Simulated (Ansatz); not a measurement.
Band structure of BaS (Fm-3m, 2 atoms in the cell).

```xyz
2
Lattice="0.0000 3.1950 3.1950 3.1950 0.0000 3.1950 3.1950 3.1950 0.0000" Properties=species:S:1:pos:R:3 pbc="T T T"
Ba     0.0000     0.0000     0.0000
S      3.1950     3.1950     3.1950
```

Computed with PBE (plane waves, PAW; Ansatz, a first-principles code).

Settings: kpoints.mp_grid.grid = 7 7 7; hamiltonian.xc = pbe; hamiltonian.pseudopotentials = {kind: paw} (the program's default PAW files); scf.occupations.method = fermi_dirac; scf.occupations.width = 0.0007 Ry; kpoints.band_path.npoints = 8.

The starting cell has typed, rounded lattice constants, without a prior relaxation at this level.

Predict the gap along the standard path and the places of the band edges.

The gap along the path is 2.21 eV, from Γ to X; the smallest direct gap on it is 2.31 eV.

Levels in eV from the top of the valence band on the path, bands 5 to 11:
| point | 5 | 6 | 7 | 8 | 9 | 10 | 11 |
|---|---|---|---|---|---|---|---|
| Γ | -10.29 | 0.00 | 0.00 | 0.00 | 3.68 | 3.97 | 3.97 |
| X | -10.20 | -0.45 | -0.11 | -0.11 | 2.21 | 6.02 | 6.11 |
| W | -9.65 | -1.06 | -0.42 | -0.42 | 4.30 | 4.30 | 6.36 |
| K | -9.69 | -0.88 | -0.55 | -0.47 | 3.34 | 5.92 | 6.66 |
| L | -9.04 | -1.85 | -1.01 | -1.01 | 5.55 | 5.63 | 6.41 |
| U | -9.69 | -0.88 | -0.55 | -0.47 | 3.34 | 5.92 | 6.66 |

Keys are those of Ansatz 0.2.
